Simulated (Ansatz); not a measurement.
Abridged Ansatz (an electronic-structure program) output:

```
Relaxation: its limit of steps is 60 (relax.max_steps)
Pseudopotential: K, paw, valence charge 9
Pseudopotential: Zn, paw, valence charge 12
Pseudopotential: F, paw, valence charge 7
Crystal: 5 atoms, lattice volume = 62.986 Å³
Basis set: ecut = 420 eV, 1237 PW (Γ), exchange–correlation on 54×54×54 points (8 copies of the dense FFT grid, shifted against one another)
Bands: 26, of which v1, the nominal top of the filled ones, is band 21 counted from 1 (20 counted from 0)
Symmetry: 48 space group operations
k-points: 35 of 512
Functional: x = pbesol(κ = 0.804, μ = 0.12345679012345678), c = pbesol(β = 0.046)
SCF iter   1: F=—  HF=-7202.627449 eV  |F-HF|=—  |Δ(HF+E_count)|=         —  Δρ=1.51e-2  dr2=8.91e-2  ethr=1.77e-3  ⟨swp⟩=6.1  Hψ=4486  notcnv=0
SCF iter   2: F=—  HF=-7202.600268 eV  |F-HF|=—  |Δ(HF+E_count)|=   2.72e-2  Δρ=2.44e-3  dr2=1.58e-3  ethr=2.12e-4  ⟨swp⟩=2.0  Hψ=1958  notcnv=0  defer=34
SCF 1 converged in 7 iterations: F = -7202.600168 eV  dr2 = 4.60e-8
relax step   1: F+E_penalty+E_count = -7202.60016769 eV  Δ(F+E_penalty+E_count) = +0.000e0 eV  max|allowed force component| = 4.039e-29 eV/Å  Δτ_max = 0.0000 Å  P = +4.994 GPa  Ω = 62.986 Å³  (7 SCF iters, dr2 threshold 1.00e-7 eV, accepted)
[... steps on the carried basis left out ...]
relax step   7: F+E_penalty+E_count = -7202.54357439 eV  Δ(F+E_penalty+E_count) = +4.870e-4 eV  max|allowed force component| = 1.042e-29 eV/Å  Δτ_max = 0.0000 Å  P = +7.506 GPa  Ω = 61.537 Å³  stress off target by 5.68e-3 GPa  SCF on the basis re-selected at this cell (its energy is not comparable with the rows above)  (7 SCF iters)
SCF converged after 7 iterations
Free energy (F): -7202.543574 eV
Internal energy: -7202.543574 eV  (E = F + TS)
E sigma→0 (E₀):  -7202.543574 eV
Fermi energy:    7.349634 eV
--- Forces (eV/Å), atoms counted from 1 ---
  atom   1  K     -0.00000000    -0.00000000     0.00000000
  atom   2  Zn    -0.00000000    -0.00000000     0.00000000
  atom   3  F      0.00000000     0.00000000    -0.00000000
  atom   4  F     -0.00000000    -0.00000000    -0.00000000
  atom   5  F     -0.00000000     0.00000000     0.00000000
--- Stress (GPa, compression-positive) ---
        7.505683      -0.000000      -0.000000
       -0.000000       7.505683       0.000000
       -0.000000       0.000000       7.505683
  P = ⅓ Tr σ = 7.5057 GPa (75.057 kbar)
--- Relaxed structure (5 steps of the walk, 5 accepted, 2 SCFs on fresh bases) ---
  cell:  # Å, volume = 61.5365 Å³
    - [3.9480047703196637, -2.616054841125995e-33, -1.2839532962581572e-34]
    - [-3.129636159629258e-33, 3.9480047703196637, 0.0]
    - [-1.2839532962581572e-34, 0.0, 3.9480047703196637]
  atoms:
    - { symbol: K, position: [-2.1854791417447394e-36, 3.876192278374058e-37, 5.672476506625708e-38] }
    - { symbol: Zn, position: [0.5, 0.5, 0.5] }
    - { symbol: F, position: [0.5, -5.35733891737149e-38, 0.5] }
    - { symbol: F, position: [7.137866270259284e-37, 0.5, 0.5] }
    - { symbol: F, position: [0.5, 0.5, -3.781651003974145e-38] }
```

What was computed, and what are the main results?

KZnF3, 5 atoms in the cell, with PBEsol (Ansatz, PAW, no SOC), from a series relaxed to a target (pressure 7.5 GPa). The last SCF converged to F = -7202.543574 eV, or -1440.5087 eV per atom, at a pressure of 7.51 GPa. The total energy compares only with runs of the same code, potentials and settings.

Load acts through the strain it causes; cell and atoms are relaxed under it. Stability against distortions was not tested. Competing high-pressure phases were not computed. The cell was made from KZnF₃ in the cubic perovskite structure (space group Pm-3m, No. 221) by this change: pressure 7.5 GPa. Many cubic perovskites are stable only at high temperature; tilts and polar distortions were not tested.

Keys are those of Ansatz 0.2.
